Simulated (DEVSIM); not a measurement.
# CdTe n-p junction from an implanted or diffused profile

Device: CdTe n-p junction from an implanted or diffused profile, at 300 K.

```
layer (left to right)  material  thickness (μm)  Na (cm⁻³)  τn (s)  τp (s)
---------------------  --------  --------------  ---------  ------  ------
1                          CdTe            7.10     2.1e14  1.5e-8  1.5e-8
```

Added donor profile: 4.9e16 cm⁻³ × exp(−(x − 0.055 μm)²/(2·(0.022 μm)²)). Left contact: ohmic. Right contact: ohmic. Voltage is applied to the left contact. Recombination: SRH at mid-gap, radiative. Mobility is constant in doping.

Constants are typed, rounded textbook-type inputs, not results; the design itself was drawn at random and stands for no fabricated device. Values at 300 K.

```tsv
parameter	CdTe
gap (eV)	1.5
affinity (eV)	4.28
permittivity	10.2
Nc (cm⁻³)	8e17
Nv (cm⁻³)	1.8e19
μn (cm²/Vs)	1000
μp (cm²/Vs)	80
B (cm³/s)	1e-10
```

Model (solved in DEVSIM): 1D drift-diffusion, Boltzmann statistics, complete ionisation; no tunnelling, impact ionisation, image-force lowering or self-heating.

```
Quantity                                        Result
---------------------------------------------  -------
Potential step across the device at zero bias  1.051 V
Dark forward voltage at 1 A/cm²                1.016 V
Dark forward voltage at 100 A/cm²              1.712 V
```

Dark forward current:

(V (V), J (A/cm²)): (-0.05, -1.3e-10); (-0.10, -4.6e-10); (-0.20, -3.7e-9); (-0.25, -1.0e-8); (-0.35, -7.7e-8); (-0.40, -2.1e-7); (-0.45, -5.9e-7); (-0.55, -4.7e-6); (-0.60, -1.4e-5); (-0.70, -0.00013); (-0.75, -0.00049); (-0.80, -0.0021); (-0.90, -0.054); (-0.95, -0.23); (-1.05, -1.8); (-1.10, -3.8); (-1.20, -11); (-1.25, -16); (-1.30, -23); (-1.40, -38); (-1.45, -47); (-1.55, -67); (-1.60, -77); (-1.65, -87); (-1.75, -110); (-1.80, -120); (-1.90, -140); (-1.95, -150)

Small-signal capacitance in reverse bias (quasi-static):

```json
[
 {"V (V)": "0.1", "C (nF/cm²)": "3.40"},
 {"V (V)": "0.25", "C (nF/cm²)": "3.18"},
 {"V (V)": "0.5", "C (nF/cm²)": "2.88"},
 {"V (V)": "0.75", "C (nF/cm²)": "2.65"},
 {"V (V)": "1", "C (nF/cm²)": "2.46"},
 {"V (V)": "1.5", "C (nF/cm²)": "2.17"},
 {"V (V)": "2", "C (nF/cm²)": "1.95"}
]
```
